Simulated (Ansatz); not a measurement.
Consider HfPbO₃ in the cubic perovskite structure (space group Pm-3m, No. 221; a = 4.119 Å; a cell from a computed database, its experimental status unchecked).

Levels (all Ansatz, a first-principles code, PAW): PBEsol (420 eV, no SOC); r2SCAN (500 eV, without spin-orbit coupling); HSE06 (420 eV, no SOC).

At the geometry relaxed with PBEsol, these levels gave the following band gaps, in shuffled order: (a) 2.92 eV, (b) 3.51 eV, (c) 2.37 eV.

Match each gap to its level.

(a) r2SCAN; (b) HSE06; (c) PBEsol.

Single points use the geometry relaxed with PBEsol. HSE06 was sampled on its mesh, a few special points and the semilocal edge points, so its gap is an upper bound. With Hf and Pb present, leaving out spin-orbit coupling can change the band edges. Stability against distortions was not tested. Many cubic perovskites are stable only at high temperature; tilts and polar distortions were not tested.
